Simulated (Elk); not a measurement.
A self-consistent single point of Mg (P6_3/mmc, 4 atoms in the cell) with Elk.

Computed with PBE, all-electron FP-LAPW, Elk's shipped species files, APW+lo basis with extra local orbitals (Elk).

The change in words: lattice scaled by 0.98. Reference geometry:
```yaml
crystal:
  lattice:
    - [3.15713, 0.00000, 0.00000]
    - [-1.57857, 2.73416, 0.00000]
    - [0.00000, 0.00000, 10.25488]
  atoms:
    - { symbol: Mg, position: [0.00000, 0.00000, 0.00000] }
    - { symbol: Mg, position: [0.00000, 0.00000, 0.50000] }
    - { symbol: Mg, position: [0.33333, 0.66667, 0.25000] }
    - { symbol: Mg, position: [0.66667, 0.33333, 0.75000] }
```

Reference input (self-consistent single point, DFT, PBE, all-electron FP-LAPW, Elk's shipped species files, APW+lo basis with extra local orbitals): xctype = 20; rgkmax = 7.5; stype = 0; swidth = 0.00499791 Ha; ngridk = 8 8 3; tforce = true; gmaxvr = 18 1/bohr; lmaxapw = 10; lmaxo = 8; nxlo = 2; lorbcnd = true; lradstp = 2. This run's input differs from it in these lines:

```diff
@@ -43,8 +43,8 @@
 scale
-  5.966117238
+  5.846794744
 
 avec
-    1.0000000000    0.0000000529    0.0000000000
-   -0.5000000458    0.8660253773    0.0000000000
-    0.0000000000    0.0000000000    3.2481628397
+    1.0000000000    0.0000001157    0.0000000000
+   -0.5000001002    0.8660253460    0.0000000000
+    0.0000000000    0.0000000000    3.2481628129
```

Output (repeated stretches shortened):

```
│ Self-consistent loop started │
│ Loop number : 1 │
 total energy                :     -802.588718769
│ Loop number : 2 │
 total energy                :     -802.576122851
RMS change in Kohn-Sham potential (target) :   0.6847242444     (  0.1000000000E-05)
Absolute change in total energy (target)   :   0.1259591782E-01 (  0.1000000000E-03)
│ Loop number : 3 │
 total energy                :     -801.976728265
RMS change in Kohn-Sham potential (target) :   0.3590204079     (  0.1000000000E-05)
Absolute change in total energy (target)   :   0.6025435655     (  0.1000000000E-03)
│ Loop number : 4 │
   [... lines left out ...]
Absolute change in total energy (target)   :   0.1048838164E-02 (  0.1000000000E-03)
│ Loop number : 11 │
 total energy                :     -801.371114060
RMS change in Kohn-Sham potential (target) :   0.8165793333E-06 (  0.1000000000E-05)
Absolute change in total energy (target)   :   0.3095877385E-03 (  0.1000000000E-03)
│ Loop number : 12 │
 total energy                :     -801.371127707
RMS change in Kohn-Sham potential (target) :   0.1631616262E-06 (  0.1000000000E-05)
Absolute change in total energy (target)   :   0.6375038174E-04 (  0.1000000000E-03)
Convergence targets achieved

│ Loop number : 13 │

Energies :
 Fermi                       :     0.158969083224
 total energy                :     -801.371133830

Density of states at Fermi energy :    41.26687079
 (states/Hartree/unit cell)

Estimated indirect band gap :   0.4010908249E-02
 from k-point      3 to k-point     18
Estimated direct band gap   :   0.2303954991E-01
 at k-point     10

Charges :
 core                        :    8.000000000
 valence                     :    40.00000000
 interstitial                :    5.958007736
 muffin-tins (core leakage)
  species :    1 (Mg)
   atom    1                 :    10.51001346     (   0.000000000    )
   atom    2                 :    10.51001346     (   0.000000000    )
   atom    3                 :    10.51098268     (  0.1776356839E-14)
   [... lines left out ...]
   total force               :     0.00000000    0.00000000    0.00000000
   total magnitude           :     0.00000000
  atom :    4
   Hellmann-Feynman          :     0.00000000    0.00000000    0.00000000
   IBS                       :    -0.00000000   -0.00000000   -0.00000000
   total force               :    -0.00000000   -0.00000000   -0.00000000
   total magnitude           :     0.00000000
```

The run converged in 13 iterations. The count includes the last loop, which Elk runs after its targets are met. Against the reference run the total energy rises by 23.6 meV/atom.

The starting cell comes from a database of computed structures (which also holds hypothetical and non-ambient phases and stackings), without a prior relaxation at this level. Its lattice was rescaled by a random factor within 2.5 % of one. For this run, on top of that: lattice scaled by 0.98. Values depend on the basis (sphere radii, cutoffs, local orbitals), which need not be converged. The log's line on a gap gives a spacing of levels on this mesh, which the program prints for metals too.

Cost on one core of a shared machine: roughly 2 min.
